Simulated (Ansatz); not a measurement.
## Ti: response to strain

Take Ti in the hcp (Mg type) structure (space group P6_3/mmc, No. 194; a = 2.9016 Å, c = 4.5930 Å; relaxed with 0.1 eV smearing) as the base.

Strains are applied to the cell and any free atomic positions relax.

All numbers come from PBEsol, PAW, 420 eV (Ansatz, a first-principles code; without spin-orbit coupling).

Notes on the quantities. pressure: mean of the normal stresses, compression positive; energy relative to the base: free energy F.

| change | pressure | energy relative to the base | volume per atom |
|---|---|---|---|
| base | 0.0 GPa | 0 meV/atom | 16.74 Å³ |
| isotropic strain −3.00 % | 12.7 GPa | +54 meV/atom | 15.28 Å³ |
| isotropic strain −2.50 % | 10.3 GPa | +37 meV/atom | 15.52 Å³ |
| isotropic strain −2.00 % | 8.0 GPa | +23 meV/atom | 15.76 Å³ |
| isotropic strain −1.50 % | 5.8 GPa | +13 meV/atom | 16.00 Å³ |
| isotropic strain −0.50 % | 1.8 GPa | +1.4 meV/atom | 16.49 Å³ |
| isotropic strain +1.00 % | -3.4 GPa | +5.4 meV/atom | 17.25 Å³ |
| isotropic strain +2.00 % | -6.3 GPa | +21 meV/atom | 17.77 Å³ |
| isotropic strain +2.50 % | -7.7 GPa | +33 meV/atom | 18.03 Å³ |
| isotropic strain +3.00 % | -9.0 GPa | +47 meV/atom | 18.30 Å³ |

Whether these cells are dynamically stable was not tested. All final runs are without spin polarisation.
